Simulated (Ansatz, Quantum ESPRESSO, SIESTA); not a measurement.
# Code comparison for LaCoSi3 (I4mm, 5 atoms in the cell)

Self-consistent single point, at a second geometry (lattice scaled by 0.98). First geometry:

```
CELL_PARAMETERS angstrom
     -2.05600     2.05600     4.75963
      2.05600    -2.05600     4.75963
      2.05600     2.05600    -4.75963
ATOMIC_POSITIONS crystal
  La 0.00496 0.00496 0.00000
  Co 0.66193 0.66193 0.00000
  Si 0.42530 0.42530 0.00000
  Si 0.26141 0.76141 0.50000
  Si 0.76141 0.26141 0.50000
```

Shared settings, as Ansatz (a program for electronic structure) writes them: kpoints.mp_grid.grid = 8 8 8; scf.occupations.method = fermi_dirac; scf.occupations.width = 0.1 eV. Potentials and cutoffs stand in the table.

| code | model | ΔF from the first geometry (meV/atom) | pressure (GPa) | largest force (eV/Å) | cutoff |
|---|---|---|---|---|---|
| Ansatz | PBEsol, PAW files made with PBE | 40.4 | 11.86 | 0.281 | default |
| Quantum ESPRESSO | PBEsol, GBRV 1.5 ultrasoft (PBESOL) pseudopotentials | 40.5 | 11.79 | 0.276 | 50 Ry |
| SIESTA | GGA PBEsol, numerical atomic orbitals DZP, PseudoDojo PBEsol standard norm-conserving potentials (rewritten from UPF to PSML) | 48.7 | 13.71 | 0.334 | grid 350 Ry |

Size of the force on each atom (eV/Å): Sizes of forces hide their directions.

```
code                La1    Co2    Si3    Si4    Si5
----------------  -----  -----  -----  -----  -----
Ansatz            0.224  0.281  0.039  0.048  0.048
Quantum ESPRESSO  0.232  0.276  0.040  0.042  0.042
SIESTA            0.334  0.158  0.045  0.110  0.110
```

On Ansatz's run: spin polarisation is off.

The spread over the programs that give each value: ΔF from the first geometry within 8.3 meV/atom; pressure within 1.92 GPa; largest force within 0.058 eV/Å.

SIESTA uses small atom-centred bases, whose incompleteness enters pressures, forces and empty levels differently from a plane-wave cutoff. Ansatz's pressure is given at a fixed set of plane waves, as the other plane-wave codes print theirs. In the pressure, SIESTA (by 1.89) lies more than 1 GPa from the median of the plane-wave programs. In the force vectors, SIESTA (by 0.155) lies more than 0.08 eV/Å from the median of the plane-wave programs.

The starting cell comes from a database of computed structures (which also holds hypothetical and non-ambient phases and stackings), without a prior relaxation at this level. Its lattice was rescaled by a random factor within 2.5 % of one. For this run, on top of that: lattice scaled by 0.98.

Keys are those of Ansatz 0.2.
